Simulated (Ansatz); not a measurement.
Ansatz (an electronic-structure program) run on RbTlS₂O₈ (R32, 12 atoms in the cell): relaxation of cell and atoms.

Level of theory: PBEsol, default PAW files made with PBE (plane waves; Ansatz).

```xyz
12
Lattice="2.4254 1.4003 8.5281 -2.4254 1.4003 8.5281 0.0000 -2.8006 8.5281" Properties=species:S:1:pos:R:3 pbc="T T T"
Rb     0.0000     0.0000     0.0000
Tl     0.0000     0.0000    12.7922
S      0.0000     0.0000     6.1773
S      0.0000     0.0000    19.4070
O      0.0000     0.0000     7.6096
O      0.0000     0.0000    17.9748
O     -1.7146    -0.2083    11.3815
O      1.0377    -1.3807    11.3815
O      0.6769     1.5890    11.3815
O      0.6769    -1.5890    14.2028
O     -1.7146     0.2083    14.2028
O      1.0377     1.3807    14.2028
```

Reference input (self-consistent single point, DFT, PBEsol, plane waves, default PAW files made with PBE): kpoints.mp_grid.grid = 4 4 4; hamiltonian.xc = pbesol; hamiltonian.pseudopotentials = {kind: paw} (the program's default PAW files); scf.occupations.method = fixed. This run's input differs from it in these lines:

```diff
@@ -25,2 +25,4 @@
   occupations: { method: fixed }
+relax:
+  cell: {}
 output:
```

Log, with long lists cut:

```
   [... SCF lines of the steps left out ...]
relax step   1: F+E_penalty+E_count = -20766.05891015 eV  Δ(F+E_penalty+E_count) = +0.000e0 eV  max|allowed force component| = 1.766e0 eV/Å  Δτ_max = 0.0000 Å  P = +6.545 GPa  Ω = 173.782 Å³  (8 SCF iters, dr2 threshold 1.00e-7 eV, accepted)
relax step   2: F+E_penalty+E_count = -20766.15402731 eV  Δ(F+E_penalty+E_count) = -9.512e-2 eV  max|allowed force component| = 1.012e0 eV/Å  Δτ_max = 0.0148 Å  P = +2.661 GPa  Ω = 180.392 Å³  energy of the carried Pulay correction = -2.395e-2 eV  [...]
   [... lines left out ...]
relax step  12: F+E_penalty+E_count = -20766.23679703 eV  Δ(F+E_penalty+E_count) = +8.937e-4 eV  max|allowed force component| = 8.954e-4 eV/Å  Δτ_max = 0.0050 Å  P = +0.002 GPa  Ω = 181.848 Å³  energy of the carried Pulay correction = -9.545e-4 eV  [...]
relax step  13: F+E_penalty+E_count = -20766.23798239 eV  Δ(F+E_penalty+E_count) = -1.185e-3 eV  max|allowed force component| = 7.721e-4 eV/Å  Δτ_max = 0.0000 Å  P = +0.003 GPa  Ω = 181.848 Å³  stress off target by 1.57e-2 GPa  SCF on the basis [...]
basis re-selected at this cell: Δ(F+E_penalty+E_count) = -1.185e-3 eV, ΔP = +0.002 GPa vs the last step
the relaxation is at rest under the 6 symmetry operations that the run kept from its start: a minimum is not shown …
Stability not checked: this state was not tested for a lower state beside it, because too few of the mixer's solves of this state at the end of the SCF gave a …
Free energy (F): -20766.237982 eV
Internal energy: -20766.237982 eV  (E = F + TS)
   [... lines left out ...]
Fermi energy:    3.477084 eV
  cell:  # Å, volume = 181.8478 Å³
   [... lines left out ...]
    - { symbol: O, position: [0.772584177961364, 0.4934290523460281, 0.06949851615065161] }
    - { symbol: O, position: [0.5065709476539721, 0.2274158220386362, 0.9305014838493486] }
    - { symbol: O, position: [0.2274158220386362, 0.9305014838493485, 0.5065709476539723] }
    - { symbol: O, position: [0.9305014838493486, 0.5065709476539723, 0.22741582203863614] }
```

The run converged. 

Summary of the result:
```
Property                                                                                                              Value
------------------------------------------------  -------------------------------------------------------------------------
Free energy E − TS (on the zero of these files)                                                              -20766.2380 eV
Top of the valence band (on the code's own zero)                                                                    3.48 eV
Gap on the k-point mesh                                                                                             2.25 eV
Pressure                                                                                                           0.00 GPa
Final cell                                        a = 9.154 Å, b = 9.154 Å, c = 9.154 Å, α = 31.13°, β = 31.13°, γ = 31.13°
Final volume per atom                                                                                              15.15 Å³
Relaxation steps                                                                                                         13
```

The starting cell comes from a database of computed structures (which also holds hypothetical and non-ambient phases and stackings), without a prior relaxation at this level. Its lattice was rescaled by a random factor within 2.5 % of one. Spin-orbit coupling is off. The relaxation keeps the symmetry of its start, so its end need not be a minimum. Ansatz's pressure includes its estimate of the finite-basis (Pulay) stress. Without the estimate this run gives -0.58 GPa.

Cost on one core of a shared machine: roughly 2 min.

Keys are those of Ansatz 0.2.
